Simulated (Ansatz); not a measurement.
The reference is MgS in the rock salt structure (space group Fm-3m, No. 225; a = 5.203 Å).

Calculations: plane-wave PAW DFT at the r2SCAN level (Ansatz, a program for electronic structure, 500 eV), no spin-orbit coupling.

Base values:

| Item | Result |
|---|---|
| Lattice parameter a | 5.203 Å |
| Smallest direct gap | 4.64 eV |
| Electron mass | 0.53 mₑ along k, 0.31 mₑ across (at X) |
| Width of the top valence band | 2.34 eV |

Perturbation: every S is replaced by Se; the structure is relaxed again.

Problem. How does this affect the lattice parameter a, smallest direct gap, electron mass and width of the top valence band?

Solution. The lattice parameter a rises by 0.269 Å, from 5.203 Å to 5.472 Å; the smallest direct gap shrinks by 1.20 eV to 3.44 eV; the electron mass becomes 0.48 mₑ along k, 0.25 mₑ across (at X) (base: 0.53 mₑ along k, 0.31 mₑ across (at X)); the width of the top valence band rises by 0.13 eV to 2.47 eV.

Effective masses come from finite differences of ±0.01 Å⁻¹. Along k means along the line from Γ to the band edge. Stability against distortions was not tested.
